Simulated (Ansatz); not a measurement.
The parent structure is MgI2 in the CdI2 type structure (space group P-3m1, No. 164; layered, stacked along the Cartesian z axis).

```
CELL_PARAMETERS angstrom
      4.05970     0.00000     0.00000
     -2.02985     3.51581     0.00000
      0.00000     0.00000     6.58024
ATOMIC_POSITIONS crystal
  Mg 0.00000 0.00000 0.00000
  I  0.33333 0.66667 0.25401
  I  0.66667 0.33333 0.74599
```

Cartesian axes are those of the cell as printed.

Computed with PBEsol-D3(BJ) in Ansatz (plane waves to 420 eV, PAW, without spin-orbit coupling).

Base values:

* **Band gap**: 3.34 eV

The change: the cell is compressed by 2.00 % along z with no lateral relaxation, atoms relaxed at fixed cell.

Task: Predict the new band gap.

Result: The band gap decreases by 0.114 eV (3.34 eV → 3.22 eV).

Task: Estimate the effect on the stress.

Result: The stress (xx, yy, zz, yz, xz, xy; compression positive) amounts to (0.24, 0.24, 0.75, 0.00, 0.00, 0.00) GPa.

Spin-orbit coupling, missing from the scalar runs, can matter with I. The cells carry an imposed strain or load. Whether these cells are dynamically stable was not tested.

Ansatz is a first-principles code.
